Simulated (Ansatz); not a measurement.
**NaMgF3: pressure series**

Start from NaMgF$_{3}$ in the cubic perovskite structure (space group Pm-3m, No. 221; a = 3.8874 Å; a cell from a computed database, its experimental status unchecked).

Cell and atoms are relaxed at each pressure.

Calculations: r2SCAN (Ansatz, a first-principles code, PAW, scalar-relativistic without spin-orbit coupling).

For the base:

* **Width of the top valence band**: 0.59 eV

Problem. The aim is a width of the top valence band between 0.89 eV and 1.05 eV. Which of these changes reaches it?
A) pressure 15 GPa
B) pressure −2 GPa
C) pressure 75 GPa

Solution. C, pressure 75 GPa. It gives 0.97 eV; pressure −2 GPa gives 0.57 eV; pressure 15 GPa gives 0.72 eV. Changes not listed may reach it too

The levels and masses belong to the bands next to the band gap. Load acts through the strain it causes; cell and atoms are relaxed under it. Stability against distortions was not tested. Competing high-pressure phases were not computed. Many cubic perovskites are stable only at high temperature; tilts and polar distortions were not tested.
